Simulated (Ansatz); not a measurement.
Response to strain in Sn

Consider Sn in the diamond structure (space group Fd-3m, No. 227; a = 6.566 Å).

Strains are applied to the cell and any free atomic positions relax.

Calculations: r2SCAN/PAW in Ansatz (a program for electronic structure), without spin-orbit coupling.

Notes on the quantities. energy relative to the base: free energy F.

| variant | energy relative to the base | band gap | volume per atom | pressure |
|---|---|---|---|---|
| base | 0 meV/atom | zero | 35.39 Å³ | 0.0 GPa |
| isotropic strain −3.00 % | +43 meV/atom | 0.06 eV | 32.30 Å³ | 4.9 GPa |
| isotropic strain −2.50 % | +29 meV/atom | zero | 32.80 Å³ | 3.9 GPa |
| isotropic strain −2.00 % | [?] | zero | 33.31 Å³ | 3.0 GPa |
| isotropic strain −1.50 % | +10 meV/atom | zero | 33.82 Å³ | 2.2 GPa |
| isotropic strain −1.00 % | [?] | zero | 34.34 Å³ | [?] |
| isotropic strain −0.50 % | [?] | zero | 34.86 Å³ | 0.7 GPa |

Problem. Some entries are withheld; estimate them.

Solution. 
- isotropic strain −2.00 %, energy relative to the base: +18 meV/atom
- isotropic strain −1.00 %, energy relative to the base: +4.5 meV/atom
- isotropic strain −1.00 %, pressure: 1.4 GPa
- isotropic strain −0.50 %, energy relative to the base: +1.1 meV/atom

Stability against distortions was not tested. The zero or small gap of Sn can change with the level of theory.
